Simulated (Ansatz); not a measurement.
## Evanescent states of LiNbO3 (R3c, 10 atoms a cell, 10.6 Å³ an atom) along the normal of (001)

Level of theory: r2SCAN (plane waves, PAW; Ansatz, a quantum-chemistry and plane-wave program).

The gap is the functional's own, uncorrected, and κ follows it; spin-orbit coupling is left out. Mid-gap means the computed energy nearest the middle.

Energies count from the valence-band top; κ is the least over a 12×12 mesh across the current.

```csv
E (eV),κ (1/Å),where
0.10,0.238,off Γ
0.28,0.336,off Γ
0.47,0.370,off Γ
0.67,0.393,off Γ
0.85,0.407,off Γ
1.04,0.417,off Γ
1.24,0.424,off Γ
1.43,0.429,off Γ
1.61,0.432,off Γ
1.80,0.433,off Γ
2.00,0.431,off Γ
2.19,0.427,off Γ
2.38,0.421,off Γ
2.56,0.413,off Γ
2.75,0.401,off Γ
2.94,0.385,off Γ
3.13,0.363,off Γ
3.33,0.334,off Γ
3.52,0.293,off Γ
3.71,0.234,off Γ
3.90,0.133,off Γ
```

Question: How thick must the barrier be to attenuate the transmission by 10^4 when the electrodes' Fermi level lies at 2.75 eV, and what attenuation does that film give at 3.90 eV?

Answer: d = 4 ln 10 / (2 × 0.401) = 11.5 Å. At 3.90 eV it gives 4 × 0.133/0.401 = 1.3 decades.
